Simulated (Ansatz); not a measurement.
Here is the system:

End structure of a constructed model of the (111) surface of fcc Ag, a pseudomorphic layer of Si in the host's stacking (bottom of the slab: a bare face, its two planes held):

```yaml
crystal:
  lattice:
    - [2.93338, 0.00000, 0.00000]
    - [-1.46669, 2.54038, 0.00000]
    - [0.00000, 0.00000, 30.50000]
  atoms:
    - { symbol: Ag, position: [0.33333, 0.66667, 0.26963] }
    - { symbol: Ag, position: [0.66667, 0.33333, 0.34816] }
    - { symbol: Ag, position: [0.00000, 0.00000, 0.42656] }
    - { symbol: Ag, position: [0.33333, 0.66667, 0.50525] }
    - { symbol: Ag, position: [0.66667, 0.33333, 0.58411] }
    - { symbol: Ag, position: [0.00000, 0.00000, 0.66357] }
    - { symbol: Si, position: [0.33333, 0.66667, 0.73593] }
```

Slab: 7 atoms, 14.1 Å thick at the start with caps and adatoms; k 15x15x1, smearing 0.1 eV, dipole-corrected; single point; on the structure that PBE left under its start's symmetry; no spin, no spin-orbit, no U. In PBE it is, or lies within 0.01 eV a 1x1 cell of, the lowest of the 2 structures of its composition computed so far; subsurface sites and larger cells were not tried.

Q: Give the work function of the top face at the level r2SCAN, at the PBE geometry run with Ansatz (a program for electronic structure).

A: 4.82 eV
